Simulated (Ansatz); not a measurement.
Partial pair distribution functions of a relaxed model of amorphous In$_{9}$Ga$_{9}$Zn$_{9}$O$_{39}$Y$_{2}$, broadened by 0.06 Å; density 5.83 g/cm³. These are PBE, scalar-relativistic without spin-orbit coupling (plane waves to 420 eV, PAW; Ansatz, a first-principles code) values and carry that method's errors.

Preparation: random packing, a CHGNet melt and quench, and a DFT relaxation. O atoms were pushed apart under 1.9 Å during the dynamics, to hinder bonds among them. The hot cell started wider than the set density and was brought back towards it in steps. It is the lowest in DFT energy of 2 quenches. It is a model cell: composition and starting density were chosen by hand, and all elements were melted together. No dispersion term was used. Its density started from a set value of 5.83 and ended at 5.83 g/cm³. The simulated quench (nominally 320 K/ps over its main leg) is rapid and tends to freeze in more defects than a deposited or slowly cooled glass has. One small periodic cell is one sample of the glass; other quenches scatter about these values. The volume was held where the preparation left it and the shape relaxed, at a PBE pressure of 2.6 GPa. Stress components on the final sampling reach 2.7 GPa.

| r (Å) | g In-O | g Ga-O | g In-In | g Ga-Ga |
|---|---|---|---|---|
| 1.60 | 0.00 | 0.00 | 0.00 | 0.00 |
| 1.70 | 0.00 | 0.27 | 0.00 | 0.00 |
| 1.80 | 0.00 | 5.19 | 0.00 | 0.00 |
| 1.90 | 0.03 | 10.80 | 0.00 | 0.00 |
| 2.00 | 1.26 | 3.48 | 0.00 | 0.00 |
| 2.10 | 6.54 | 1.02 | 0.00 | 0.00 |
| 2.20 | 6.78 | 0.49 | 0.00 | 0.00 |
| 2.30 | 3.25 | 0.24 | 0.00 | 0.00 |
| 2.40 | 1.54 | 0.03 | 0.00 | 0.00 |
| 2.50 | 0.83 | 0.00 | 0.00 | 0.00 |
| 2.60 | 0.54 | 0.00 | 0.00 | 0.00 |
| 2.70 | 0.10 | 0.01 | 0.00 | 0.00 |
| 2.80 | 0.00 | 0.15 | 0.00 | 0.01 |
| 2.90 | 0.03 | 0.23 | 0.00 | 0.87 |
| 3.00 | 0.15 | 0.17 | 0.10 | 4.85 |
| 3.10 | 0.07 | 0.32 | 1.08 | 3.64 |
| 3.20 | 0.30 | 0.78 | 2.17 | 2.45 |
| 3.30 | 0.36 | 0.79 | 3.15 | 1.10 |
| 3.40 | 0.21 | 1.00 | 2.59 | 1.01 |
| 3.50 | 0.50 | 0.77 | 1.00 | 0.87 |
| 3.60 | 0.63 | 0.73 | 2.02 | 1.93 |
| 3.70 | 0.62 | 0.95 | 4.20 | 1.15 |
| 3.80 | 0.76 | 0.84 | 2.98 | 0.10 |
| 3.90 | 0.98 | 1.23 | 1.63 | 0.04 |
| 4.00 | 1.27 | 1.49 | 0.68 | 0.73 |
| 4.10 | 1.39 | 1.46 | 0.05 | 1.26 |
| 4.20 | 1.32 | 1.82 | 0.00 | 1.33 |
| 4.30 | 1.31 | 1.99 | 0.06 | 1.50 |
| 4.40 | 1.63 | 1.56 | 0.51 | 1.41 |
| 4.50 | 1.59 | 1.17 | 0.32 | 0.43 |
| 4.60 | 1.09 | 1.32 | 0.50 | 0.84 |

Within 2.76 Å each In has 5.78 O neighbours on average.
